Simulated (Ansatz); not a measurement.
Ansatz (a quantum-chemistry and plane-wave program) run on a (001) slab of Ge (cut from a parent of space group no. 194; 4 atoms in the cell): self-consistent single point.

Method of the run: LDA (PW92), default PAW files made with PBE (plane waves; Ansatz).

```
Ge
1.0
    3.97760     0.00000     0.00000
   -1.98880     3.44470     0.00000
    0.00000     0.00000    19.74030
Ge
4
Direct
  0.66667   0.33333   0.35461
  0.33333   0.66667   0.64540
  0.33333   0.66667   0.52092
  0.66667   0.33333   0.47908
```

Reference input (self-consistent single point, DFT, LDA (PW92), plane waves, default PAW files made with PBE): basis.ecutwfc = 420 eV; kpoints.mp_grid.grid = 9 9 1; hamiltonian.xc = lda; hamiltonian.pseudopotentials = {kind: paw} (the program's default PAW files); scf.occupations.method = fermi_dirac; scf.occupations.width = 0.1 eV. This run's input differs from it in these lines:

Ansatz 0.2 input:
```diff
@@ -11,3 +11,3 @@
 basis:
-  ecutwfc: 420.0 eV
+  ecutwfc: 630.0 eV
 kpoints:
```

Output (repeated stretches shortened):

```
SCF iter   1: F=—  HF=-16859.066184 eV  |F-HF|=—  |Δ(HF+E_count)|=         —  Δρ=2.50e-3  dr2=2.96e-2  ethr=1.77e-3  ⟨swp⟩=6.7  Hψ=1681  notcnv=0
all-band conjugate gradients solve this SCF's bands
preconditioner: auto → LDOS
SCF iter   2: F=—  HF=-16859.058966 eV  |F-HF|=—  |Δ(HF+E_count)|=   7.22e-3  Δρ=6.72e-4  dr2=8.03e-4  ethr=5.28e-5  ⟨swp⟩=3.0  Hψ=905  notcnv=0
SCF iter   3: F=—  HF=-16859.059042 eV  |F-HF|=—  |Δ(HF+E_count)|=   7.60e-5  Δρ=3.76e-4  dr2=3.06e-4  ethr=1.43e-6  ⟨swp⟩=2.0  Hψ=748  notcnv=0
SCF iter   4: F=—  HF=-16859.058788 eV  |F-HF|=—  |Δ(HF+E_count)|=   2.55e-4  Δρ=1.15e-4  dr2=7.12e-5  ethr=5.47e-7  ⟨swp⟩=2.0  Hψ=742  notcnv=0
SCF iter   5: F=—  HF=-16859.058786 eV  |F-HF|=—  |Δ(HF+E_count)|=   1.61e-6  Δρ=2.57e-5  dr2=3.27e-6  ethr=1.27e-7  ⟨swp⟩=3.0  Hψ=733  notcnv=0
SCF iter   6: F=—  HF=-16859.058786 eV  |F-HF|=—  |Δ(HF+E_count)|=   3.83e-7  Δρ=7.01e-6  dr2=1.96e-7  ethr=5.83e-9  ⟨swp⟩=2.0  Hψ=622  notcnv=0
SCF iter   7: F=-16859.058786 eV  HF=-16859.058786 eV  |F-HF|=9.55e-9  |Δ(HF+E_count)|=   3.46e-8  Δρ=2.39e-6  dr2=1.83e-8  ethr=1.79e-10  ⟨swp⟩=6.9  Hψ=1720  notcnv=0
SCF 1 converged in 7 iterations: F = -16859.058786 eV  dr2 = 1.83e-8
Free energy (F): -16859.058786 eV
Internal energy: -16858.968469 eV  (E = F + TS)
E sigma→0 (E₀):  -16859.013627 eV
Entropy (-TS):   -0.090317 eV (-22.579 meV/atom)
Fermi energy:    -0.738882 eV
--- Forces (eV/Å), atoms counted from 1 ---
  atom   1  Ge     0.00000000     0.00000000     0.15835018
  atom   2  Ge    -0.00000000    -0.00000000    -0.15835018
  atom   3  Ge     0.00000000     0.00000000     0.25357012
  atom   4  Ge     0.00000000    -0.00000000    -0.25357012
--- Stress (GPa, compression-positive) ---
       -2.785033      -0.000000      -0.000000
       -0.000000      -2.785033       0.000000
       -0.000000       0.000000      -0.414286
  P = ⅓ Tr σ = -1.9948 GPa (-19.948 kbar)
  The stress holds the Pulay correction. Without it, at fixed plane waves, as pw.x and ABINIT print it: P = -1.9970 GPa
```

The run converged in 7 iterations. Against the reference run the free energy goes down by 1.5 meV/atom and the largest force stays at 0.254 eV/Å.

The starting cell comes from a database of computed structures (which also holds hypothetical and non-ambient phases and stackings), without a prior relaxation at this level. The slab is cut from that crystal, and its faces are unrelaxed. Its lattice was rescaled by up to half a per cent. Spin polarisation is off, though cut faces can carry moments; the slab shows no gap.
